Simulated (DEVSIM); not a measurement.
System: Mo/Al2O3/p-Si capacitor, at 250 K.

```
layer (left to right)  material  thickness (nm)  Na (cm⁻³)
---------------------  --------  --------------  ---------
1                         Al2O3            15.0          -
2                            Si             450     1.6e18
```

Metal gate on the left, work function 4.6 eV. Fixed charge at the semiconductor interface 8.8e10 cm⁻² (in units of +e); interface traps 1e11 cm⁻² eV⁻¹, uniform in energy, neutral level at 0.3 of the gap above the valence band.

This is a model device: material constants are rounded textbook-type values typed into the input, and sizes, dopings and lifetimes were drawn at random. Values at 300 K; Nc and Nv go as T^1.5, mobilities as T to minus their exponent, the gap by Varshni's rule with the affinity fixed.

```csv
parameter,Al2O3,Si
gap (eV),6.8,1.124
affinity (eV),1.35,4.05
permittivity,9,11.7
Nc (cm⁻³),-,2.86e19
Nv (cm⁻³),-,3.1e19
Varshni α (eV/K),-,0.000473
Varshni β (K),-,636
```

DEVSIM, 1D Poisson equation in equilibrium, Boltzmann statistics, complete ionisation; no quantum confinement or tunnelling. Metal contacts follow the ideal Schottky-Mott rule: no Fermi-level pinning, no interface dipoles.

Task: Tabulate band edges, carrier densities and field at 0.8 V on the gate.

Result: Energies count from the Fermi level of the right contact; mesh points crowd at the junctions.

```csv
x (μm),Ec (eV),Ev (eV),n (cm⁻³),p (cm⁻³),field (V/cm)
0.000,2.450,-4.350,< 1e2,< 1e2,580000
0.0009948,2.508,-4.292,< 1e2,< 1e2,580000
0.002825,2.615,-4.185,< 1e2,< 1e2,580000
0.005854,2.792,-4.008,< 1e2,< 1e2,580000
0.01107,3.098,-3.703,< 1e2,< 1e2,580000
0.01329,3.228,-3.572,< 1e2,< 1e2,580000
0.01464,3.306,-3.494,< 1e2,< 1e2,580000
0.01590,0.668,-0.468,740000,8.6e9,440000
0.01776,0.745,-0.391,21000,3.1e11,390000
0.02129,0.868,-0.268,< 1e2,9.4e13,310000
0.02846,1.024,-0.112,< 1e2,1.3e17,130000
0.04899,1.078,-0.058,< 1e2,1.6e18,270
0.08056,1.078,-0.058,< 1e2,1.6e18,≈ 0
0.1405,1.078,-0.058,< 1e2,1.6e18,≈ 0
0.2935,1.078,-0.058,< 1e2,1.6e18,≈ 0
0.3782,1.078,-0.058,< 1e2,1.6e18,≈ 0
0.4198,1.078,-0.058,< 1e2,1.6e18,≈ 0
0.4425,1.078,-0.058,< 1e2,1.6e18,≈ 0
0.4560,1.078,-0.058,< 1e2,1.6e18,≈ 0
0.4610,1.078,-0.058,< 1e2,1.6e18,≈ 0
0.4634,1.078,-0.058,< 1e2,1.6e18,≈ 0
0.4650,1.078,-0.058,< 1e2,1.6e18,≈ 0
```
